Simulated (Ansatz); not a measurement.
Consider ZnInGaO4 (space group R3m, No. 160; a = 3.315 Å, c = 25.754 Å (hexagonal axes)).

It is then changed as follows: Cd takes the place of Zn on all its sites, then cell and atoms are relaxed.

Levels (all Ansatz, an electronic-structure program, PAW, earlier PAW set): PBEsol (420 eV, scalar-relativistic without spin-orbit coupling); r2SCAN (500 eV, scalar-relativistic without spin-orbit coupling).

The geometry is relaxed with PBEsol.

| Item | Result |
|---|---|
| PBEsol pressure | 0.0 kbar |
| PBEsol lowest conduction level above the VBM at special points | Γ 0.67 eV; T 2.00 eV; L 4.95 eV; F 5.13 eV |
| PBEsol gap character | direct at Γ |

Problem. Predict the pressure, lowest conduction level above the VBM at special points and gap character from r2SCAN.

Solution. The pressure goes from zero to 0.7 kbar; the lowest conduction level above the VBM at special points changes from Γ 0.67 eV; T 2.00 eV; L 4.95 eV; F 5.13 eV to Γ 1.22 eV; T 2.42 eV; L 5.63 eV; F 5.82 eV; the gap character remains direct at Γ.

Single points use the geometry relaxed with PBEsol. Their cutoffs differ, which shifts pressures a little. Stability against distortions was not tested. As relaxed here, CdInGaO4 is a hypothetical phase, not in the database extracts checked.
